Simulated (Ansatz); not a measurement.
**A computed series for SiS2: pressure series**

Start from SiS2 (space group Ibam, No. 72; made of chains).

```
CELL_PARAMETERS angstrom
     -2.90154     4.94591     2.77276
      2.90154    -4.94591     2.77276
      2.90154     4.94591    -2.77276
ATOMIC_POSITIONS crystal
  S  0.88521 0.80033 0.68554
  S  0.38521 0.69967 0.08488
  S  0.61479 0.30033 0.91512
  S  0.11479 0.19967 0.31446
  Si 0.75000 0.75000 0.00000
  Si 0.25000 0.25000 0.00000
```

Cell and atoms are relaxed at each pressure.

Calculations: r2SCAN in Ansatz (plane waves to 500 eV, PAW, scalar-relativistic without spin-orbit coupling).

Candidates:
(a) pressure 1.5 GPa
(b) pressure 0.3 GPa
(c) pressure 7.5 GPa

For the base:

| Quantity | Result |
|---|---|
| Band gap | 3.31 eV |

Question: Order them by band gap, highest first.

Answer: (b) pressure 0.3 GPa (3.25 eV), (a) pressure 1.5 GPa (3.05 eV), (c) pressure 7.5 GPa (2.59 eV)

Load acts through the strain it causes; cell and atoms are relaxed under it. Whether these cells are dynamically stable was not tested. Competing high-pressure phases were not computed. No dispersion term is included, though the crystal is made of layers, chains or molecules, so its spacings can come out too wide.

Ansatz is a first-principles code.
